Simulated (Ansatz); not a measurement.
TiAs (P6₃/mmc, No. 194) was calculated with LDA (Ansatz, an electronic-structure program, plane waves, PAW).

Input:

Ansatz 0.2 input:
```yaml
crystal:
  lattice:
    - [1.7712842995, -3.0679544014, 0.0]
    - [1.7712842995, 3.0679544014, 0.0]
    - [0.0, 0.0, 11.7751227046]
  atoms:
    - { symbol: Ti, position: [0.3333333333, 0.6666666667, 0.1170097876] }
    - { symbol: Ti, position: [0.6666666667, 0.3333333333, 0.6170097876] }
    - { symbol: Ti, position: [0.6666666667, 0.3333333333, 0.8829902124] }
    - { symbol: Ti, position: [0.3333333333, 0.6666666667, 0.3829902124] }
    - { symbol: As, position: [0.0, 0.0, 0.0] }
    - { symbol: As, position: [0.0, 0.0, 0.5] }
    - { symbol: As, position: [0.3333333333, 0.6666666667, 0.75] }
    - { symbol: As, position: [0.6666666667, 0.3333333333, 0.25] }
basis:
  ecutwfc: 520
  ecutrho_ratio: 4
  xc_grid: 2
kpoints:
  mp_grid: { grid: [18, 18, 6] }
hamiltonian:
  xc: lda
  dispersion: none
  pseudopotentials: { kind: paw }
scf:
  occupations: { method: fermi_dirac, width: 0.05 }
output:
  forces: true
  stress: true
  eigenvalues: true
relax:
  f_tol: 0.004
  escape_saddle: false
  max_steps: 80
  cell: { stress_tol: 0.02, fix: [volume] }
```

The run printed, among other lines:

```
Relaxation: its limit of steps is 80 (relax.max_steps)
Crystal: 8 atoms, lattice volume = 127.977 Å³
Basis set: ecut = 520 eV, 3499 PW (Γ), exchange–correlation on 54×54×180 points (8 copies of the dense FFT grid, shifted against one another)
Bands: 65, of which v1, the nominal top of the filled ones, is band 54 counted from 1 (53 counted from 0)
Symmetry: 24 space group operations
Space group: P63/mmc (ITA 194), of the structure as read, at distance tolerance 5.0e-5 Å
k-points: 148 of 1944
Functional: x = slater, c = lda
SCF iter   1: F=—  HF=-28904.144078 eV  |F-HF|=—  |Δ(HF+E_count)|=         —  Δρ=6.40e-3  dr2=3.17e-2
SCF iter   2: F=—  HF=-28904.135281 eV  |F-HF|=—  |Δ(HF+E_count)|=   8.80e-3  Δρ=3.10e-3  dr2=6.99e-3
  ...
SCF 1 converged in 7 iterations: F = -28904.133963 eV  dr2 = 6.46e-8
Crystal: 8 atoms, lattice volume = 127.977 Å³
Initial density: handed on by an earlier stage of this run
SCF 2 converged in 6 iterations: F = -28904.134050 eV  dr2 = 1.05e-8
Crystal: 8 atoms, lattice volume = 127.977 Å³
SCF 3 converged in 6 iterations: F = -28904.134113 eV  dr2 = 3.94e-10
Crystal: 8 atoms, lattice volume = 127.977 Å³
SCF iter   7: F=-28904.134113 eV  HF=-28904.134113 eV  |F-HF|=0.00e0  |Δ(HF+E_count)|=    0.00e0  Δρ=3.68e-9  dr2=2.24e-14
SCF iter   8: F=-28904.134113 eV  HF=-28904.134113 eV  |F-HF|=7.28e-12  |Δ(HF+E_count)|=    0.00e0  Δρ=7.71e-10  dr2=9.52e-16
SCF 4 converged in 8 iterations: F = -28904.134113 eV  dr2 = 9.52e-16
SCF converged after 8 iterations
Free energy (F): -28904.134113 eV
Internal energy: -28904.106736 eV  (E = F + TS)
E sigma→0 (E₀):  -28904.120425 eV
Fermi energy:    14.716538 eV
--- Forces (eV/Å), atoms counted from 1 ---
  atom   1  Ti    -0.00000000     0.00000000    -0.00022919
  atom   2  Ti    -0.00000000    -0.00000000    -0.00022919
  atom   3  Ti    -0.00000000    -0.00000000     0.00022919
  atom   4  Ti     0.00000000     0.00000000     0.00022919
  atom   5  As     0.00000000     0.00000000     0.00000000
  atom   6  As     0.00000000     0.00000000     0.00000000
  atom   7  As     0.00000000     0.00000000     0.00000000
  atom   8  As    -0.00000000    -0.00000000     0.00000000
--- Stress (GPa, compression-positive) ---
        2.911090       0.000000      -0.000000
        0.000000       2.911090       0.000000
       -0.000000       0.000000       2.911051
  P = ⅓ Tr σ = 2.9111 GPa (29.111 kbar)
```

The cell is one volume of an energy–volume scan, off the minimum.

The PAW data were made under PBE.

Note: the volume lies 9 % below that of the published cell.

Cost on a shared machine: roughly 6 core-minutes.
